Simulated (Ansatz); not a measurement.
Consider this model of amorphous Hf18O37Ba.

```yaml
crystal:
  lattice:
    - [9.10661, -0.24496, -0.33193]
    - [-0.24496, 9.21145, 0.28920]
    - [-0.33193, 0.28920, 8.83954]
  atoms:
    - { symbol: Hf, position: [0.63831, 0.48200, 0.40709] }
    - { symbol: Hf, position: [0.84461, 0.18527, 0.73096] }
    - { symbol: Hf, position: [0.36725, 0.54245, 0.88071] }
    - { symbol: Hf, position: [0.06608, 0.07329, 0.49140] }
    - { symbol: Hf, position: [0.12744, 0.79055, 0.75311] }
    - { symbol: Hf, position: [0.49618, 0.23888, 0.64643] }
    - { symbol: Hf, position: [0.01487, 0.20652, 0.15280] }
    - { symbol: Hf, position: [0.50703, 0.75750, 0.20055] }
    - { symbol: Hf, position: [0.15524, 0.87440, 0.18617] }
    - { symbol: Hf, position: [0.83283, 0.79587, 0.50749] }
    - { symbol: Hf, position: [0.05291, 0.56647, 0.05616] }
    - { symbol: Hf, position: [0.71769, 0.12077, 0.34205] }
    - { symbol: Hf, position: [0.60591, 0.07978, 0.98590] }
    - { symbol: Hf, position: [0.37473, 0.25775, 0.22405] }
    - { symbol: Hf, position: [0.68988, 0.44841, 0.03651] }
    - { symbol: Hf, position: [0.45667, 0.83538, 0.53024] }
    - { symbol: Hf, position: [0.72704, 0.77535, 0.85807] }
    - { symbol: Hf, position: [0.20596, 0.18248, 0.83945] }
    - { symbol: O, position: [0.06286, 0.83663, 0.51764] }
    - { symbol: O, position: [0.34519, 0.66505, 0.06258] }
    - { symbol: O, position: [0.50284, 0.05674, 0.53737] }
    - { symbol: O, position: [0.44376, 0.37887, 0.03028] }
    - { symbol: O, position: [0.00605, 0.98772, 0.26625] }
    - { symbol: O, position: [0.43448, 0.35431, 0.44211] }
    - { symbol: O, position: [0.10038, 0.82322, 0.97386] }
    - { symbol: O, position: [0.63988, 0.32502, 0.25426] }
    - { symbol: O, position: [0.64768, 0.78850, 0.63788] }
    - { symbol: O, position: [0.13726, 0.56732, 0.84292] }
    - { symbol: O, position: [0.59413, 0.85755, 0.01318] }
    - { symbol: O, position: [0.82817, 0.58555, 0.47307] }
    - { symbol: O, position: [0.17669, 0.38935, 0.16077] }
    - { symbol: O, position: [0.58462, 0.58624, 0.86138] }
    - { symbol: O, position: [0.67610, 0.27878, 0.85648] }
    - { symbol: O, position: [0.50770, 0.09092, 0.18715] }
    - { symbol: O, position: [0.05031, 0.24238, 0.64408] }
    - { symbol: O, position: [0.90070, 0.39449, 0.09149] }
    - { symbol: O, position: [0.21943, 0.17153, 0.36990] }
    - { symbol: O, position: [0.63971, 0.59093, 0.19474] }
    - { symbol: O, position: [0.34721, 0.85997, 0.31390] }
    - { symbol: O, position: [0.33575, 0.73007, 0.69207] }
    - { symbol: O, position: [0.75341, 0.00581, 0.83376] }
    - { symbol: O, position: [0.42510, 0.11216, 0.83643] }
    - { symbol: O, position: [0.70220, 0.29877, 0.56726] }
    - { symbol: O, position: [0.22023, 0.11432, 0.07640] }
    - { symbol: O, position: [0.17539, 0.01003, 0.71227] }
    - { symbol: O, position: [0.93025, 0.23227, 0.36146] }
    - { symbol: O, position: [0.84260, 0.03387, 0.54902] }
    - { symbol: O, position: [0.08075, 0.67261, 0.24567] }
    - { symbol: O, position: [0.90658, 0.76151, 0.73310] }
    - { symbol: O, position: [0.84099, 0.63266, 0.99404] }
    - { symbol: O, position: [0.78695, 0.11865, 0.13012] }
    - { symbol: O, position: [0.67081, 0.88675, 0.34753] }
    - { symbol: O, position: [0.49590, 0.64553, 0.42177] }
    - { symbol: O, position: [0.32577, 0.36217, 0.73491] }
    - { symbol: O, position: [0.99468, 0.20149, 0.91414] }
    - { symbol: Ba, position: [0.13657, 0.47037, 0.46918] }
```

Methods: PBE, scalar-relativistic without spin-orbit coupling (Ansatz, a program for electronic structure); r2SCAN, scalar-relativistic without spin-orbit coupling (Ansatz); HSE06, scalar-relativistic without spin-orbit coupling (Ansatz). Neutral PBE cell, which sets geometry, pressure and energy: sampling: a 2×2×2 Γ-centred mesh; Fermi-Dirac width 0.02 eV; no spin polarisation. Exact exchange is cut at the faces of this 9 Å cell, which leaves hybrid gaps a finite-size error.

The cell was made by melting and quenching with the CHGNet potential and then relaxed with DFT. O atoms were pushed apart under 1.9 Å during the dynamics, to hinder bonds among them. The hot cell started wider than the set density and was brought back towards it in steps. It is the lowest in DFT energy of 2 quenches. It is a model cell: composition and starting density were chosen by hand, and all elements were melted together. No dispersion term was used. Its density started from a set value of 8.86 and ended at 8.85 g/cm³. The simulated quench (nominally 300 K/ps over its main leg) is rapid and tends to freeze in more defects than a deposited or slowly cooled glass has. One small periodic cell is one sample of the glass; other quenches scatter about these values. The volume was held where the preparation left it and the shape relaxed.

Q: Give the pressure, the energy against reference phases and the spacing of the highest filled and lowest empty levels.

A: 
| Quantity | Result |
|---|---|
| Pressure on a 2×2×2 Γ-centred mesh | 1.71 GPa |
| Largest force and stress component on that mesh (the relaxation ran on the zone centre alone) | 0.09 eV/Å and 1.8 GPa |
| Energy relative to HfO2 (P2_1/c) + cubic BaHfO3 (lowest mix at this level among the phases computed, not always the ambient ones) | 0.156 eV/atom |
| Gap on a 2×2×2 Γ-centred mesh (PBE) | 4.03 eV |
| Gap at the zone centre (PBE) | 4.09 eV |
| Gap at the zone centre (r2SCAN) | 4.54 eV |
| Gap at the zone centre (HSE06) | 5.65 eV |
| Distance between the nearest levels spread over more than a fifth of the atoms or a third of the atoms of their main element (six at least) (PBE, zone centre) | 4.09 eV |

Q: At PBE and the zone centre, how localised are the states just below and above the Fermi level (participation number: the atoms over which a state spreads)?

A: The highest filled state is spread over 16.3 atoms' worth, largest on O34, with weights by element (charge in smoothed Voronoi cells) O 0.95, Hf 0.05, Ba 0.00. The lowest empty state is spread over 14.9 atoms' worth, largest on Hf6, with weights by element (charge in smoothed Voronoi cells) Hf 0.59, O 0.40, Ba 0.01.

Neighbours within Hf-Hf 3.34 Å, Hf-O 2.84 Å, Hf-Ba 4.04 Å, O-O 1.58 Å, O-Ba 3.37 Å, Ba-Ba 4.73 Å count as bonded. Two cations that share two anions don't count as bonded, nor two that share one unless they lie closer than Hf-Hf 3.25 Å, Hf-Ba 3.93 Å, Ba-Ba 4.60 Å.

Added carriers, by Ansatz with PBE, scalar-relativistic without spin-orbit coupling on the zone centre alone. Charged cells keep the cell fixed and stand in a uniform background, with no image correction, at a width of 0.01 eV; where the count is odd the moment is locked at 1 μB, unless the neutral cell bore moments. Each starts from the undistorted neutral geometry alone. PBE's self-interaction favours spread-out carriers, so it can miss traps that a hybrid finds.

Q: What happens at PBE when the cell takes an extra electron and the atoms relax?

A: Relaxation lowers the charged cell by 0.44 eV. The largest moves are O43 0.22 Å, O21 0.13 Å, Hf1 0.13 Å, Hf12 0.12 Å. The level that holds the added charge spreads over 7.0 atoms' worth, most on Hf6 (weight 0.28): a partly localised carrier. No bond crosses its cut-off with a change of over 0.15 Å (metal-metal contacts aside). Made neutral again at that geometry, the cell lies +0.68 eV from the neutral start.

Q: What happens at PBE when the cell takes a hole and the atoms relax?

A: Relaxation lowers the charged cell by 0.10 eV. The largest moves are Ba56 0.11 Å, Hf12 0.08 Å, O37 0.07 Å, O51 0.06 Å. The level that was emptied spreads over 13.5 atoms' worth, most on O34 (weight 0.14): a carrier spread over the cell. No bond crosses its cut-off with a change of over 0.15 Å (metal-metal contacts aside). Made neutral again at that geometry, the cell lies +0.16 eV from the neutral start.
